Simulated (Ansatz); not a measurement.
Consider MgS in the rock salt structure (space group Fm-3m, No. 225; a = 5.2030 Å). Axes: x, y, z lie along the cube axes.

Level of theory: r2SCAN (Ansatz, a first-principles code), no SOC.

Strains are applied to the cell and any free atomic positions relax.

One change was made to it. Results:

```tsv
quantity	base	after
energy relative to the base (free energy F)	0 meV/atom	+5.8 meV/atom
electron mass	0.53 mₑ along k, 0.31 mₑ across (at X)	0.50 mₑ along k, 0.31 mₑ across (at X)
pressure (mean of the normal stresses, compression positive)	0.00 GPa	2.24 GPa
```

Problem. Which change produced these results?
A. uniaxial strain ε_zz = −0.50 %
B. uniaxial strain ε_zz = −2.50 %
C. uniaxial strain ε_zz = −1.50 %
D. uniaxial strain ε_zz = −1.00 %

Solution. B, uniaxial strain ε_zz = −2.50 %. For comparison, the energy relative to the base in the other runs: uniaxial strain ε_zz = −1.50 % gives +2.0 meV/atom; uniaxial strain ε_zz = −0.50 % gives +0.2 meV/atom; uniaxial strain ε_zz = −1.00 % gives +0.9 meV/atom.

The levels and masses belong to the bands next to the band gap. Masses are band curvatures over ±0.01 Å⁻¹ around the edge. Along k means along the line from Γ to the band edge. No phonon test of stability was made.
